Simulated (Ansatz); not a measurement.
**CrBr2 (C2/m, No. 12; cell taken from a computed entry)**

These are r²SCAN (PAW; Ansatz, a first-principles code) values and carry that method's errors.

Run with plane-wave cutoff 500 eV, 12×12×6 k mesh (along the axes of the cell as run), Fermi–Dirac smearing 0.05 eV, spin-polarised start, scalar-relativistic PAW data made under PBE.

Cell: relaxed at this level.

```json
{
  "equilibrium_volume_per_atom": "28.59 Å³/atom",
  "band_gap": "0.94 eV (on the SCF k mesh)"
}
```

Note: the magnetic order was assumed, not searched for or taken from measurement; the cell comes from a level without a dispersion term, which matters for the spacing of layers, chains or molecules; the relaxation could not lower the start's symmetry, so the cell can be a saddle point above a distorted one; the cell has widely spaced layers and the level no dispersion term, so their spacing and the moduli can rest on weak binding.

Spin–orbit coupling is not included.

The result took around 9 core-minutes (rough).
